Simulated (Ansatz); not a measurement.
Electronic density of states of amorphous In24Al6Zn9O54, density 6.20 g/cm³, on a 2×2×2 Γ-centred mesh with a Gaussian width of 0.1 eV; energies count from the Fermi level, whose place inside the gap is arbitrary. Cell and mesh are small, so fine structure isn't converged. Level of theory: PBE, scalar-relativistic without spin-orbit coupling (plane waves to 420 eV, PAW; Ansatz, a quantum-chemistry and plane-wave program). Sampling: a 2×2×2 Γ-centred mesh; Fermi-Dirac width 0.02 eV; no spin polarisation. At PBE the levels at the filled edge of the gap are localised (band-tail or defect states).

It comes from a melt-quench run on a machine-learned potential (CHGNet), relaxed afterwards by DFT. O atoms were pushed apart under 1.9 Å during the dynamics, to hinder bonds among them. The hot cell started wider than the set density and was brought back towards it in steps. It is the lowest in DFT energy of 4 quenches. It is a model cell: composition and starting density were chosen by hand, and all elements were melted together. No dispersion term was used. A short ab initio anneal came between quench and relaxation. Its density started from a set value of 6.20 and ended at 6.20 g/cm³. The quench (nominally 88 K/ps over its main leg) was far faster than any real one, so the model tends to hold more defects than a real film. One small periodic cell is one sample of the glass; other quenches scatter about these values. The volume was held where the preparation left it and the shape relaxed, at a PBE pressure of 3.8 GPa. Stress components on the final sampling reach 3.9 GPa.

```
E - EF (eV)  states/(eV atom)
-----------  ----------------
-12.00                   0.18
-11.90                   0.06
-11.80                   0.00
-11.70                   0.00
-11.60                   0.00
-11.50                   0.00
-11.40                   0.00
-11.30                   0.00
-11.20                   0.00
-11.10                   0.00
-11.00                   0.00
-10.90                   0.00
-10.80                   0.00
-10.70                   0.00
-10.60                   0.00
-10.50                   0.00
-10.40                   0.00
-10.30                   0.00
-10.20                   0.00
-10.10                   0.00
-10.00                   0.00
-9.90                    0.00
-9.80                    0.00
-9.70                    0.00
-9.60                    0.00
-9.50                    0.00
-9.40                    0.00
-9.30                    0.00
-9.20                    0.00
-9.10                    0.00
-9.00                    0.00
-8.90                    0.00
-8.80                    0.00
-8.70                    0.00
-8.60                    0.00
-8.50                    0.00
-8.40                    0.00
-8.30                    0.00
-8.20                    0.00
-8.10                    0.00
-8.00                    0.00
-7.90                    0.00
-7.80                    0.00
-7.70                    0.00
-7.60                    0.00
-7.50                    0.00
-7.40                    0.00
-7.30                    0.00
-7.20                    0.00
-7.10                    0.00
-7.00                    0.00
-6.90                    0.00
-6.80                    0.00
-6.70                    0.05
-6.60                    0.19
-6.50                    0.30
-6.40                    0.40
-6.30                    0.49
-6.20                    0.56
-6.10                    0.60
-6.00                    0.61
-5.90                    0.62
-5.80                    0.68
-5.70                    0.76
-5.60                    0.86
-5.50                    0.93
-5.40                    0.91
-5.30                    0.95
-5.20                    1.05
-5.10                    1.07
-5.00                    0.98
-4.90                    0.89
-4.80                    0.85
-4.70                    0.81
-4.60                    0.77
-4.50                    0.74
-4.40                    0.66
-4.30                    0.55
-4.20                    0.56
-4.10                    0.59
-4.00                    0.61
-3.90                    0.59
-3.80                    0.59
-3.70                    0.58
-3.60                    0.58
-3.50                    0.59
-3.40                    0.58
-3.30                    0.62
-3.20                    0.65
-3.10                    0.68
-3.00                    0.69
-2.90                    0.69
-2.80                    0.71
-2.70                    0.72
-2.60                    0.74
-2.50                    0.75
-2.40                    0.76
-2.30                    0.74
-2.20                    0.79
-2.10                    0.82
-2.00                    0.78
-1.90                    0.81
-1.80                    0.85
-1.70                    0.89
-1.60                    0.93
-1.50                    0.95
-1.40                    0.92
-1.30                    0.92
-1.20                    0.96
-1.10                    0.94
-1.00                    0.84
-0.90                    0.77
-0.80                    0.66
-0.70                    0.52
-0.60                    0.32
-0.50                    0.19
-0.40                    0.17
-0.30                    0.13
-0.20                    0.03
-0.10                    0.00
0.00                     0.00
0.10                     0.00
0.20                     0.01
0.30                     0.01
0.40                     0.00
0.50                     0.00
0.60                     0.00
0.70                     0.00
0.80                     0.00
0.90                     0.00
1.00                     0.00
1.10                     0.01
1.20                     0.03
1.30                     0.04
1.40                     0.04
1.50                     0.04
1.60                     0.02
1.70                     0.03
1.80                     0.03
1.90                     0.03
2.00                     0.06
2.10                     0.07
2.20                     0.07
2.30                     0.06
2.40                     0.05
2.50                     0.04
2.60                     0.05
2.70                     0.05
2.80                     0.05
2.90                     0.07
3.00                     0.12
3.10                     0.13
3.20                     0.08
3.30                     0.10
3.40                     0.17
3.50                     0.17
3.60                     0.16
3.70                     0.16
3.80                     0.17
3.90                     0.18
4.00                     0.19
4.10                     0.23
4.20                     0.24
4.30                     0.20
4.40                     0.22
4.50                     0.27
4.60                     0.29
4.70                     0.28
4.80                     0.23
4.90                     0.22
5.00                     0.22
5.10                     0.24
5.20                     0.23
5.30                     0.19
5.40                     0.21
5.50                     0.24
5.60                     0.27
5.70                     0.27
5.80                     0.28
5.90                     0.33
6.00                     0.30
6.10                     0.29
6.20                     0.30
6.30                     0.27
6.40                     0.29
6.50                     0.32
6.60                     0.30
6.70                     0.28
6.80                     0.28
6.90                     0.30
7.00                     0.32
7.10                     0.31
7.20                     0.31
7.30                     0.34
7.40                     0.33
7.50                     0.33
```

The level gap on this mesh is 0.59 eV; the broadening fills part of it in the curve.
